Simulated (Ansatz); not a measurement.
System: Ir-vacancy pair (Ir on one host Mo site, one Mo site vacant) in bcc Mo (neutral cell). These are PBE, PAW (plane waves to 420 eV; Ansatz, an electronic-structure program) values and carry that method's errors.

36-site cell at the relaxed PBE lattice, a 2×2×3 k-point mesh shifted by half a step, smearing 0.10 eV, spin-restricted, no finite-size correction. No zero-point or tunnelling terms. Spin-orbit coupling is left out. Forms of the defect that were not tried may lie lower.

Barriers: single points on a 3×3×5 k-point mesh shifted by half a step at the bands' geometries (they differ from the bands' own by up to 0.07 eV, and are uncertain by about as much).

The step: direct exchange of Ir with the vacancy (Ir-vacancy distance between ideal sites 2.74 Å throughout); the atom moves 2.68 Å along (0.49, 0.49, 0.49) of the unit cell; the moving atom starts with neighbours 2 Mo at 2.74, Mo at 2.75, 4 Mo at 2.77, 2 Mo at 3.10, Mo at 3.11, 2 Mo at 3.16, Mo at 3.21 Å and ends with 2 Mo at 2.74, Mo at 2.75, 4 Mo at 2.77, 2 Mo at 3.10, Mo at 3.11, 2 Mo at 3.16, Mo at 3.21 Å.

### Question
What is the computed migration barrier of this step (PBE, PAW)?

### Answer
0.89 eV, the same both ways. At the saddle the moving atom has neighbours 4 Mo at 2.67, 2 Mo at 2.69, 6 Mo at 3.36 Å. The saddle point's order was not checked, and it lies on a symmetry element of the cell, where a band can be held.
